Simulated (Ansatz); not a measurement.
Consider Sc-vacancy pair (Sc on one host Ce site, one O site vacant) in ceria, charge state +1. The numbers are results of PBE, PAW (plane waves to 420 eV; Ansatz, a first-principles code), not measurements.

Settings: 96 host sites, the relaxed PBE lattice, one k-point at (0.250, 0.250, 0.250), smearing 0.01 eV, spin-restricted, no image-charge correction. No zero-point or tunnelling terms. Spin-orbit coupling is left out. The charge state is imposed; whether it is stable for some Fermi level was not computed. Forms of the defect that were not tried may lie lower.

Barriers: single points on a 2×2×2 k-point mesh shifted by half a step at the bands' geometries.

A. a nearby O atom hops onto the vacant site (Sc-vacancy distance between ideal sites 2.37 → 4.53 Å); the atom moves 2.09 Å along (0.03, 0.38, -0.03) of the unit cell; the moving atom starts with neighbours 2 Ce at 2.33, 2 Ce at 2.48; 4 O at 2.76, O at 2.94 Å and ends with 2 Ce at 2.21, Ce at 2.46; 2 O at 2.70 Å; saddle order not checked, on a symmetry element.
B. a nearby O atom hops onto the vacant site (Sc-vacancy distance between ideal sites 2.37 Å throughout); the atom moves 2.16 Å along (0.00, 0.00, -0.40) of the unit cell; the moving atom starts with neighbours Ce at 2.28, 2 Ce at 2.51; 2 O at 2.72, 2 O at 2.79; Sc at 2.29 Å and ends with Ce at 2.28, 2 Ce at 2.51; 2 O at 2.72, 2 O at 2.79; Sc at 2.29 Å; saddle order not checked, on a symmetry element.

A band can be held on a symmetry element, so unchecked saddle points there may be too high.

Order them by forward barrier (lowest first) at the level PBE, PAW.

B (0.28 eV), A (0.62 eV)
